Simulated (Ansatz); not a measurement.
Consider Ta2C (space group P-3m1, No. 164; a = 3.095 Å, c = 4.922 Å).

Level of theory: PBEsol, PAW, 420 eV (Ansatz, a first-principles code; scalar-relativistic without spin-orbit coupling).

Base values:

| Item | Value |
|---|---|
| Lattice parameter a | 3.095 Å |

Modification: cell and atoms relaxed at a pressure of 1.5 GPa.

Task: Predict the new lattice parameter a.

Result: The lattice parameter a drops by 0.006 Å to 3.089 Å.

Load acts through the strain it causes; cell and atoms are relaxed under it. Stability against distortions was not tested. The final runs are not spin-polarised.
